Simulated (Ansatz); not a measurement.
Candidates (primitive cells; geometry: cell and atoms relaxed with PBEsol):
A. Pt (Fm-3m), a = b = c = 2.771 Å, α = β = γ = 60.00°
B. Ir (Fm-3m), a = b = c = 2.7073 Å, α = β = γ = 60.00°
C. Al (Fm-3m), a = 2.8414 Å, b = 2.8414 Å, c = 2.8414 Å, α = 60.00°, β = 60.00°, γ = 60.00°

Q: Put the candidates in order of root-mean-square Fermi velocity, lowest first, for PBEsol, rigid bands (Ansatz, a program for electronic structure).

A: A (4.8 ×10⁵ m/s), B (8.4 ×10⁵ m/s), C (15.4 ×10⁵ m/s)

Metals at this level; values at 300 K, both spins, means over directions. As a rough test of the mesh, the Fermi surface's area from every second k point differs by up to 8 %. Spin-orbit coupling is left out.

The missing spin-orbit coupling matters most for Ir (Fm-3m), Pt (Fm-3m).
